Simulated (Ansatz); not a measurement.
# KTaO3: stress against strain

KTaO3 (cubic perovskite, Pm-3m, 12.345 Å³/atom at rest) under an equal strain ε in the (001) plane with the normal axis free, as in a coherent film. LDA in Ansatz, a plane-wave DFT program (PAW, default set), 420 eV, 8×8×8 Γ-centred mesh, Fermi-Dirac smearing 0.05 eV; ions are relaxed within the symmetry of each cell. Stress is positive for a compressed cell.

Here s stands for strain and y for stress xx.

```csv
strain (%),stress xx (GPa)
-3.00,?
-1.20,7.01
-0.60,3.38
0.00,-0.01
0.60,-3.16
1.20,-6.10
```

Fit y of the 5 rows that show it with a straight line. Means: s 0, y 0.224. About the means, the sum of products is -19.656 and the sum of squares of s is 3.6000; the slope is their ratio. Least squares gives y = 0.224 - 5.4600·s. Residuals (row less fit): 0.234, -0.120, -0.234, -0.108, 0.228; standard error 0.250 (degrees of freedom: 3). The slope gives the biaxial elastic modulus of this plane = 546 ± 13 GPa.

Q: Estimate the missing y (s = -3.00); what did the run itself give?

A: y = 0.224 - 5.4600 × (-3.0) = 16.604 GPa. The calculation gives 19.50 GPa, 2.896 GPa above the prediction (11.3 % of the range of y in the table). The row lies outside the fitted rows, so this is an extrapolation. From the scatter of the fitted rows alone, a prediction at this place has a standard error of 0.481 GPa, so the miss is 6.0 times that.

One order more, fitted to all 11 runs of the series, follows each within 0.09, so the miss is the next term of a smooth law. The primitive cell can neither tilt nor turn polar against its symmetry, as such crystals can under strain. Rows are the converged runs of the series near zero and its far end; series whose fitted rows scatter by over a few per cent of the range, as at a crossing or softening among them, aren't shown in this form. Most that stay on the fit to the last digits aren't either.
